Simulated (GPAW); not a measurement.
GPAW run on NiO (Fm-3m, 4 atoms in the cell): self-consistent single point.

Method: LDA (Perdew-Wang 92), GPAW PAW datasets LDA (gpaw-data 1.0.1) (plane waves; GPAW 25.7.0).

```yaml
crystal:
  lattice:
    - [4.18000, 2.09000, 2.09000]
    - [2.09000, 4.18000, 2.09000]
    - [2.09000, 2.09000, 4.18000]
  atoms:
    - { symbol: Ni, position: [0.00000, 0.00000, 0.00000], spin: 2.0 }
    - { symbol: Ni, position: [0.50000, 0.50000, 0.50000], spin: -2.0 }
    - { symbol: O, position: [0.25000, 0.25000, 0.25000] }
    - { symbol: O, position: [0.75000, 0.75000, 0.75000] }
```
(The spins are starting values, not results.)

Reference input (self-consistent single point, DFT PBE, plane waves, GPAW PAW datasets PBE (gpaw-data 1.0.1)): spinpol = true; mode = pw; ecut = 900 eV; xc = PBE; kpts = 6 6 6; mesh shift (steps) = 0 0 0; occupations.name = fermi-dirac; occupations.width = 0.02 eV; nbands = -6; convergence.bands = -4; symmetry.symmorphic = false; symmetry.tolerance = 0.0005. This run's input differs from it in these lines:

```diff
@@ -18,3 +18,3 @@
             mode={'name': 'pw', 'ecut': 900},
-            xc='PBE',
+            xc='LDA',
             kpts={'size': (6, 6, 6), 'gamma': True},
```

Its files differ too (potentials: GPAW PAW datasets LDA (gpaw-data 1.0.1)).

Log, with long lists cut:

```
     iter     time        total  log10-change:  magmom
                         energy   eigst   dens
iter:   1 --:--:--   -31.096728   +0.59           -0.0000
iter:   2 --:--:--   -31.444690   -0.24  -1.27    +0.0000
iter:   3 --:--:--   -30.882733   -0.83  -1.33    +0.0000
iter:   4 --:--:--   -30.798368   -1.34  -1.59    +0.0000
iter:   5 --:--:--   -30.832036   -1.82  -1.86    +0.0000
iter:   6 --:--:--   -30.826517   -2.35  -2.15    +0.0000
iter:   7 --:--:--   -30.761201   -2.17  -2.06    +0.0000
iter:   8 --:--:--   -30.752599   -3.08  -2.56    +0.0000
iter:   9 --:--:--   -30.753881c  -4.02  -3.42    +0.0000
iter:  10 --:--:--   -30.752596c  -3.93  -2.89    +0.0000
iter:  11 --:--:--   -30.752480c  -4.91  -3.35    +0.0000
iter:  12 --:--:--   -30.752477c  -6.33  -4.27c   +0.0000
iter:  13 --:--:--   -30.752480c  -7.13  -4.34c   +0.0000
iter:  14 --:--:--   -30.752482c  -6.06  -4.49c   +0.0000
iter:  15 --:--:--   -30.752482c  -7.97c -4.36c   +0.0000
Converged after 15 iterations.

Dipole moment: (0.000000, 0.000000, 0.000000) |e|*Ang

Total magnetic moment: (0.000000, 0.000000, 0.000000)
Local magnetic moments:
   0 Ni ( 0.000000,  0.000000,  1.196146)
   1 Ni ( 0.000000,  0.000000, -1.196146)
   2 O  ( 0.000000,  0.000000, -0.000000)
   3 O  ( 0.000000,  0.000000, -0.000000)

Energy contributions relative to reference atoms: (reference = -86657.007876)

Kinetic:        +37.421774
Potential:      -32.082157
External:        +0.000000
XC:             -36.520026
Entropy (-ST):   -0.000000
Local:           +0.427927
SIC:             +0.000000
--------------------------
Free energy:    -30.752482
Extrapolated:   -30.752482

Spin contamination: 1.307389 electrons
Showing only first 2 kpts
                      Up                     Down
   [... lines left out ...]
Fermi level: 7.50278
Gap: 0.512 eV
Direct gap: 0.734 eV
   [... lines left out ...]
Energy (eV): -30.752482

Forces in eV/Ang:
  0 Ni    0.00000   -0.00000    0.00000
  1 Ni    0.00000   -0.00000   -0.00000
  2 O    -0.00000   -0.00000   -0.00000
  3 O     0.00000    0.00000    0.00000

Stress tensor:
     0.090793     0.002533     0.002533
     0.002533     0.090793     0.002533
     0.002533     0.002533     0.090793
Stress (GPa, Voigt): [14.5466 14.5466 14.5466  0.4059  0.4059  0.4059]
```

The run converged in 15 iterations. GPAW prints stress with tension positive. Against the reference run the gap on the mesh goes from 1.029 to 0.512 eV.

At such cutoffs GPAW's stress carries a finite-basis (Pulay) error, which enters relaxed cells too; its log prints stress with tension positive.

The starting cell has typed, rounded lattice constants, without a prior relaxation at this level. The magnetic order is the one reached from the typed start; others were not searched systematically.

Cost on one core of a shared machine: roughly 4 min.
